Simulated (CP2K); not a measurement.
A self-consistent single point of Sr2MoO4 (I4/mmm, 7 atoms in the cell) with CP2K.

Level of theory: PBEsol, GPW, DZVP-MOLOPT-SR-GTH basis, GTH-PBE potentials (GTH_POTENTIALS) (CP2K).

The change in words: lattice scaled by 0.98. Reference geometry:
```
CELL_PARAMETERS angstrom
      7.04403     0.00000     0.00000
      4.89188     5.06832     0.00000
     -5.96795    -2.53416     2.75316
ATOMIC_POSITIONS crystal
  Sr 0.35106 0.35106 0.00000
  Sr 0.64894 0.64894 0.00000
  Mo 0.00000 0.00000 0.00000
  O  0.50000 0.00000 0.50000
  O  0.00000 0.50000 0.50000
  O  0.83682 0.83682 0.00000
  O  0.16318 0.16318 0.00000
```

Reference input (self-consistent single point, DFT PBEsol, GPW, DZVP-MOLOPT-SR-GTH basis, GTH-PBE potentials (GTH_POTENTIALS)): CUTOFF = 500 Ry; REL_CUTOFF = 50 Ry; SMEAR/METHOD = GAUSSIAN; SIGMA = 0.05 eV; KPOINTS/SCHEME = MONKHORST-PACK 7 7 7; XC_FUNCTIONAL = PBE:PBESOL; Sr/BASIS_SET = DZVP-MOLOPT-SR-GTH; Sr/POTENTIAL = GTH-PBE-q10; Mo/BASIS_SET = DZVP-MOLOPT-SR-GTH; Mo/POTENTIAL = GTH-PBE-q14; O/BASIS_SET = DZVP-MOLOPT-SR-GTH; O/POTENTIAL = GTH-PBE-q6. This run's input differs from it in these lines:

```diff
@@ -65,5 +65,5 @@
     &CELL
-      A 7.04402800 0.00000000 0.00000000
-      B 4.89187800 5.06832000 0.00000000
-      C -5.96795300 -2.53416000 2.75316300
+      A 6.90314800 0.00000000 0.00000000
+      B 4.79404100 4.96695300 0.00000000
+      C -5.84859400 -2.48347600 2.69809900
       PERIODIC XYZ
```

The program printed (abridged):

```
 SCF WAVEFUNCTION OPTIMIZATION

  Step     Update method      Time    Convergence         Total energy    Change
     1 NoMix/Diag. 0.20E+00      -     1.91141496      -194.8035010332 -1.95E+02
     2 Broy./Diag. 0.20E+00      -     0.21038117      -189.8831756053  4.92E+00
     3 Broy./Diag. 0.20E+00      -     0.16435854      -192.9872072461 -3.10E+00
     4 Broy./Diag. 0.20E+00      -     0.04781653      -194.2407349399 -1.25E+00
     5 Broy./Diag. 0.20E+00      -     0.06777432      -193.4604523334  7.80E-01
     6 Broy./Diag. 0.20E+00      -     0.00670333      -193.6775574823 -2.17E-01
   [... 8 lines left out ...]
    15 Broy./Diag. 0.20E+00      -     0.00000209      -193.7652979175 -1.33E-05
    16 Broy./Diag. 0.20E+00      -     0.00000058      -193.7653057325 -7.81E-06
    17 Broy./Diag. 0.20E+00      -     0.00000063      -193.7653094150 -3.68E-06
    18 Broy./Diag. 0.20E+00      -     0.00000002      -193.7653099107 -4.96E-07
  *** SCF run converged in    18 steps ***

  Overlap energy of the core charge distribution:               0.00000000002938
  Self energy of the core charge distribution:               -412.22706718537529
  Core Hamiltonian energy:                                    102.45780294656873
  Hartree energy:                                             146.60483299147083
  Exchange-correlation energy:                                -30.60062635019552
  Smearing free energy correction:                             -0.00025231318862
  Fermi energy:                                                 0.40612843391251

  Total energy:                                              -193.76530991068267
  Total energy (extrapolated to sigma->0):                   -193.76518375408835

                     Mulliken Population Analysis

   [... lines left out ...]

 STRESS| Analytical stress tensor [bar]
 STRESS|                        x                   y                   z
 STRESS|      x        8.54569789487E+04  -6.26488695698E+03  -1.33217948959E+01
 STRESS|      y       -6.26488695698E+03   9.75501812023E+04  -5.70228200382E+00
 STRESS|      z       -1.33217948959E+01  -5.70228200382E+00   1.00207911076E+05
 STRESS| 1/3 Trace                                             9.44050237424E+04
```

The run converged in 18 iterations. Against the reference run the free energy rises by 19.7 meV/atom, the pressure goes from -1.21 to 9.44 GPa and the largest force goes from 0.079 to 0.325 eV/Å.

The starting cell comes from a database of computed structures (which also holds hypothetical and non-ambient phases and stackings), without a prior relaxation at this level. For this run, on top of that: lattice scaled by 0.98. Spin polarisation is off. Values carry the incompleteness of an atom-centred basis. The potentials were made for another functional than the one used. With a pressure of about 9 GPa the cell is away from its equilibrium volume at this level.

Cost on one core of a shared machine: roughly 5 min.
